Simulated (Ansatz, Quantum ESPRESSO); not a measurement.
One structure in several programs: BeBiO₃ (Pm-3m, 5 atoms in the cell)

Self-consistent single point.

```xyz
5
Lattice="3.6738 0.0000 0.0000 0.0000 3.6738 0.0000 0.0000 0.0000 3.6738" Properties=species:S:1:pos:R:3 pbc="T T T"
Be     1.8369     1.8369     1.8369
Bi     0.0000     0.0000     0.0000
O      1.8369     1.8369     0.0000
O      0.0000     1.8369     1.8369
O      1.8369     0.0000     1.8369
```

Shared settings, as Ansatz (an electronic-structure program) writes them: kpoints.mp_grid.grid = 6 6 6; magnetization.spin_orbit = true; scf.occupations.method = gaussian; scf.occupations.width = 0.05 eV. Potentials and cutoffs stand in the table.

| code | model | pressure (GPa) | cutoff |
|---|---|---|---|
| Ansatz | PBEsol with spin-orbit coupling, PAW files made with PBE | -6.32 | 420 eV |
| Quantum ESPRESSO | PBEsol, spin-orbit coupling, PseudoDojo fully relativistic norm-conserving (PBESOL) pseudopotentials | -5.99 | 90 Ry |

The spread over the programs that give each value: pressure within 0.33 GPa.

Ansatz's pressure is given at a fixed set of plane waves, as the other plane-wave codes print theirs; with its correction for the finite basis it is -5.81 GPa (the shift of 0.52 GPa shows how far the cutoff is from converged).

The starting cell comes from a database of computed structures (which also holds hypothetical and non-ambient phases and stackings), without a prior relaxation at this level.

Left out of this page: ABINIT (failed or unconverged); Elk and FLEUR (with a known weakness of the program); SIESTA (not drawn, or without a comparable value).

Keys are those of Ansatz 0.2.
